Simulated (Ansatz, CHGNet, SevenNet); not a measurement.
**Equilibrium volume per atom of NbAs (I4₁md, No. 109; start mp-2059) at several levels of theory**

No measured value is used here.

```tsv
level (code)	value (Å³/atom)
CHGNet 0.3.0 (CHGNet)	17.87
CHGNet-r²SCAN (CHGNet)	17.80
SevenNet-0 (SevenNet)	17.99
LDA (Ansatz)	16.83
PBE (Ansatz)	17.72
PBEsol (Ansatz)	17.14
PBE-D3(BJ) (Ansatz)	…
PBE-D4 (Ansatz)	…
```

Fill in the missing entries.


- PBE-D3(BJ) (Ansatz, an electronic-structure program), value (Å³/atom): 17.09
- PBE-D4 (Ansatz), value (Å³/atom): 17.32

CHGNet 0.3.0, CHGNet-r²SCAN, SevenNet-0, LDA, PBE, PBEsol, PBE-D3(BJ), PBE-D4: the relaxation could not lower the start's symmetry, so the cell can be a saddle point above a distorted one. Ansatz's density-functional and Hartree–Fock values are scalar-relativistic unless marked +SOC, with PAW data made under PBE.

Machine-learned potentials (CHGNet 0.3.0, CHGNet-r²SCAN, SevenNet-0) are trained on DFT data, which may include these solids.

A start named mp-… is a Materials Project structure, which can be a computed phase never made.
